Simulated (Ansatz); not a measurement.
The starting structures come from a database of crystals and need not be the phases stable at ambient conditions.

Inside the gap of an insulator the Bloch states are evanescent, with a wavenumber k + iκ along the transport direction.

Given:

```
SnI2
1.0
    4.42419    -0.00538    -0.00289
   -2.19434    13.18874    -0.03353
    2.21098    -4.05502     5.81937
Sn I
3 6
Cartesian
  0.00000   0.00000   0.00000
  4.42991   0.62948   4.83870
  0.01091   8.49887   0.94425
  4.43565   6.02455   5.11803
  0.00517   3.10379   0.66492
  2.22155   6.25995   1.63670
  2.21927   2.86840   4.14625
  2.22792   9.64761   3.59722
  2.21291  -0.51927   2.18573
```

Space group of this cell: P-1. The cell was relaxed by PBE-D3(BJ); by r2SCAN its mean pressure is 1.0 GPa.

Transport runs along the normal of the first two printed cell vectors.

The gap is the functional's own. No spin-orbit coupling. Mid-gap values are interpolated on the energy grid.

Problem. Give the band gap and the smallest decay constant κ at mid-gap that r2SCAN in Ansatz (a quantum-chemistry and plane-wave program) yields.

Solution. Gap 1.82 eV on a 8×4×6 mesh; κ = 0.225 1/Å, at (0.500, 0.500) of the in-plane reciprocal vectors. At the zone centre, at the nearest computed energy, the slowest state has κ = 0.28 1/Å.
